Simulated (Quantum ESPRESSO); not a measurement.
Troubleshooting Quantum ESPRESSO: a failed run on La₅BPb₃ (P6_3/mcm, 18 atoms in the cell). The aim is a self-consistent single point with DFT, LDA (PZ), plane waves, GBRV 1.5 ultrasoft (LDA) pseudopotentials.

Cell that was meant: a = 9.7730 Å, b = 9.7730 Å, c = 6.8426 Å, α = 90.00°, β = 90.00°, γ = 120.00°.

Part of the input:

```fortran
/
&ELECTRONS
 conv_thr = 1.0d-10
 electron_maxstep = 5
/
ATOMIC_SPECIES
La   138.9055  la_lda_v1.uspp.F.UPF
```

Output, abridged:

```
     Self-consistent Calculation

     iteration #  1     ecut=    40.00 Ry     beta= 0.70

     negative rho (up, down):  7.997E-01 0.000E+00

     total energy              =   -2016.15868929 Ry
     estimated scf accuracy    <       4.95425597 Ry

     iteration #  2     ecut=    40.00 Ry     beta= 0.70

     negative rho (up, down):  6.217E-01 0.000E+00

     total energy              =   -2012.67371750 Ry
     estimated scf accuracy    <      95.12749687 Ry

     iteration #  3     ecut=    40.00 Ry     beta= 0.70

     negative rho (up, down):  6.693E-01 0.000E+00

     total energy              =   -2018.81264083 Ry
     estimated scf accuracy    <       8.22402952 Ry

     iteration #  4     ecut=    40.00 Ry     beta= 0.70

     negative rho (up, down):  6.807E-01 0.000E+00

     total energy              =   -2019.54365871 Ry
     estimated scf accuracy    <       0.52320666 Ry

     iteration #  5     ecut=    40.00 Ry     beta= 0.70

     negative rho (up, down):  7.060E-01 0.000E+00

     total energy              =   -2019.63414514 Ry
     estimated scf accuracy    <       0.06296746 Ry
     End of self-consistent calculation

     convergence NOT achieved after   5 iterations: stopping

   JOB DONE.
```

Task: What is wrong, and how is it fixed?

Result: The fault is an iteration limit that is too low. The loop is cut before its threshold is met, so whatever is printed at the end is not self-consistent. To fix it, raise the limit, or leave it to the default. The run ended unconverged after 5 iterations.

An input that runs soundly differs in these lines (not the only fix; some lines may just follow from the change or write a value another way):
```diff
- electron_maxstep = 5
```

With that input, the run converged in 19 iterations: free energy E − TS -27478.5579 eV; Fermi level (on the code's own zero) 10.58 eV; pressure -3.88 GPa; largest force (vector length) 0.139 eV/Å (DFT, LDA (PZ), plane waves, GBRV 1.5 ultrasoft (LDA) pseudopotentials).

On the sound input: the starting cell comes from a database of computed structures (which also holds hypothetical and non-ambient phases and stackings), without a prior relaxation at this level. With a pressure of about -4 GPa the cell is away from its equilibrium volume at this level.
